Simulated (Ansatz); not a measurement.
How the bulk modulus B0 of LaF (P6₃/mmc, No. 194; start mp-1184996) moves with the method

No measured value is used here.

Q: Put these levels in order of the bulk modulus B0 that they give for LaF (P6₃/mmc, No. 194; start mp-1184996), smallest first: LDA (Ansatz, an electronic-structure program), PBEsol (Ansatz), r²SCAN (Ansatz).

A: r²SCAN (64.2 GPa), PBEsol (69.2 GPa), LDA (80.7 GPa)

Unless a cell is named, each level is at its own relaxed cell (LDA 20.30, PBEsol 21.09, r²SCAN 21.92 Å³/atom).

PBEsol, r²SCAN, LDA: the bulk modulus is −V dP/dV from two relaxed cells at ±2 % in volume. PBEsol, r²SCAN, LDA: the relaxation could not lower the start's symmetry, so the cell can be a saddle point above a distorted one. Each level is taken at its own relaxed cell. Cutoffs differ between the levels. Ansatz's density-functional and Hartree–Fock values are scalar-relativistic unless marked +SOC, with PAW data made under PBE.

A start named mp-… is a Materials Project structure, which can be a computed phase never made.
